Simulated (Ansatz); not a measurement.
# CsSnI3: energy against volume

CsSnI3 (cubic perovskite, Pm-3m, 46.081 Å³/atom and stress up to 0.01 GPa in the relaxed cell, cube axes along x, y and z) under an equal strain ε along all three axes. PBEsol in Ansatz, a plane-wave DFT program (PAW, default set), 420 eV, 8×8×8 Γ-centred mesh, Fermi-Dirac smearing 0.05 eV; ions are relaxed, or left where forces stay under 0.02 eV/Å, within the symmetry of each cell.

Here V stands for volume and E for E less E0.

```csv
volume (Å³/atom),E less E0 (meV/atom),pressure (GPa)
42.0568,?,?
43.6371,8.14,1.12
44.4418,3.55,0.71
45.2564,0.88,0.34
46.0809,0.00,0.00
46.9154,0.79,-0.31
47.7598,3.16,-0.59
48.6144,7.01,-0.85
```

Taking the third-order Birch-Murnaghan form, a cubic in V^(-2/3) for E over the 7 complete rows: With u = V^(-2/3) - 0.0778, the rows have u = 0.0028794, 0.0019026, 0.0009432, 0.0000012, -0.0009242, -0.0018330, -0.0027259. Least squares gives E = -0.004 + 25.2·u + 962947·u² + 3618194·u³. Residuals (row less fit): 0.001, -0.005, 0.001, 0.004, -0.002, -0.003, 0.001; standard error 0.004 (degrees of freedom: 3). Its minimum lies at u = -0.0000131, so V0 = (0.0777869)^(-3/2) = 46.09. There d²E/du² = 1926000 and d³E/du³ = 2.171e7, so B0 = (4/9) × 46.09^(-7/3) × 1926000 × 0.160218 = 18.0 GPa (the last factor turns the table's units into GPa), and B0' = 4 + (2/3) × 0.0777869 × (2.171e7)/1926000 = 4.6. B0' rests on the cubic coefficient alone and has a standard error of 0.1 from these residuals.

**Question.** Estimate the missing E (V = 42.0568); what did the run itself give?

**Answer.** u = 0.0048880, so E = -0.004 + 25.2 × 0.0048880 + 962947 × 0.0048880² + 3618194 × 0.0048880³ = 23.549 meV/atom. The calculation gives 23.67 meV/atom, 0.121 meV/atom above the prediction (0.5 % of the range of E in the table). The row lies outside the fitted rows, so this is an extrapolation. The scatter of the fitted rows lies at the last printed digit.

This level leaves no gap over 0.05 eV at strain -3.00, -1.80, -1.20, -0.60 %. The primitive cell can neither tilt nor turn polar against its symmetry, as such crystals can under strain. Spin-orbit coupling is left out, which can shift these values for the heavy elements here. Other structures, which can take over under pressure, weren't tried. The same form fitted to the pressure column gives B0' = 4.7; series where the two differ by over 0.4 aren't shown. CsSnI3 is here the ideal cubic form; the compound distorts at low or room temperature. Rows are the converged runs of the series near zero and its far end, less any whose ions stayed unrelaxed beside relaxed ones; series whose fitted rows scatter by over a few per cent of the range, as at a crossing or softening among them, aren't shown in this form.
